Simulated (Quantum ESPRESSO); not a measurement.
How a calculation on LaSi (Cmcm, 8 atoms in the cell) responds to its settings

```yaml
crystal:
  lattice:
    - [2.30246, -6.72579, 0.00000]
    - [2.30246, 6.72579, 0.00000]
    - [0.00000, 0.00000, 6.64603]
  atoms:
    - { symbol: La, position: [0.27498, 0.72502, 0.25000] }
    - { symbol: La, position: [0.72502, 0.27498, 0.75000] }
    - { symbol: La, position: [0.55148, 0.44852, 0.25000] }
    - { symbol: La, position: [0.44852, 0.55148, 0.75000] }
    - { symbol: Si, position: [0.09132, 0.90868, 0.93613] }
    - { symbol: Si, position: [0.90868, 0.09132, 0.06387] }
    - { symbol: Si, position: [0.90868, 0.09132, 0.43613] }
    - { symbol: Si, position: [0.09132, 0.90868, 0.56387] }
```

Base run A: PBEsol, GBRV 1.5 ultrasoft (PBESOL) pseudopotentials run with Quantum ESPRESSO, self-consistent single point.

Its settings: ecutwfc = 40 Ry; ecutrho = 200 Ry; occupations = smearing; smearing = methfessel-paxton; degauss = 0.0147 Ry; potentials = {La: la_pbesol_v1.uspp.F.UPF, Si: si_pbesol_v1.uspp.F.UPF}; K_POINTS = automatic 5 5 4 1 1 1; conv_thr = 1e-10 Ry; mixing_beta = 0.3.

The starting cell comes from a database of computed structures (which also holds hypothetical and non-ambient phases and stackings), without a prior relaxation at this level.

ΔF is the free energy per atom less that of run A. 

```tsv
run	degauss, K_POINTS	ΔF (meV/atom)	pressure (GPa)	largest force (eV/Å)	TS (meV/atom)	k-points
A	0.0147 Ry, automatic 5 5 4 1 1 1	0.00	-2.80	0.094	0.4	18
B	0.002205 Ry, automatic 3 3 2 1 1 1	23.5	-2.79	0.094	0.3	4
C	0.0073499 Ry, automatic 3 3 2 1 1 1	23.1	-2.74	0.091	0.1	4
D	0.02205 Ry, automatic 3 3 2 1 1 1	20.3	-2.68	0.155	7.0	4
E	0.002205 Ry, automatic 4 4 3 1 1 1	2.2	-2.81	0.150	-0.1	12
F	0.0073499 Ry, automatic 4 4 3 1 1 1	2.2	-2.78	0.108	0.4	12
G	0.02205 Ry, automatic 4 4 3 1 1 1	0.64	-2.76	0.080	2.5	12
H	0.002205 Ry, automatic 5 5 4 1 1 1	0.17	-2.82	0.117	0.1	18
I	0.0073499 Ry, automatic 5 5 4 1 1 1	-0.08	-2.81	0.104	-0.1	18
J	0.02205 Ry, automatic 5 5 4 1 1 1	-0.48	-2.80	0.089	1.9	18
K	0.002205 Ry, automatic 6 6 4 1 1 1	-0.33	-2.83	0.123	0.0	24
L	0.0073499 Ry, automatic 6 6 4 1 1 1	-0.24	-2.82	0.116	-0.2	24
M	0.02205 Ry, automatic 6 6 4 1 1 1	-0.29	-2.81	0.095	1.1	24
```

Run F against A: The free energy rises by 2.2 meV/atom, the pressure stays near -2.78 GPa while the yy stress (positive for compression) goes from -2.81 to -2.23 GPa and the largest force goes from 0.094 to 0.108 eV/Å.

Run B against A: The free energy rises by 23.5 meV/atom, the pressure stays near -2.79 GPa while the yy stress (positive for compression) goes from -2.81 to -1.82 GPa and the largest force stays at 0.094 eV/Å.
